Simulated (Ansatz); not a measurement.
Consider SiC (space group P6_3mc, No. 186; a = 3.094 Å, c = 10.129 Å).

All numbers come from PBE (Ansatz, an electronic-structure program, PAW, without spin-orbit coupling).

Strains are applied to the cell and any free atomic positions relax.

One change was made to it. Results:

The energy goes up by 30 meV/atom; the smallest direct gap drops by 0.04 eV, from 3.34 eV to 3.30 eV; the valence-band top at Γ (three highest levels, from the VBM) remains 0.00, 0.00, -0.05 eV; the gap character stays indirect, Γ → M.

Question: What was done to the base?
A) isotropic strain +3.00 %
B) isotropic strain +0.75 %
C) isotropic strain +1.50 %
D) isotropic strain +2.25 %

Answer: D, isotropic strain +2.25 %. For comparison, the energy relative to the base in the other runs: isotropic strain +0.75 % gives +3.5 meV/atom; isotropic strain +1.50 % gives +14 meV/atom; isotropic strain +3.00 % gives +52 meV/atom.

No phonon test of stability was made.
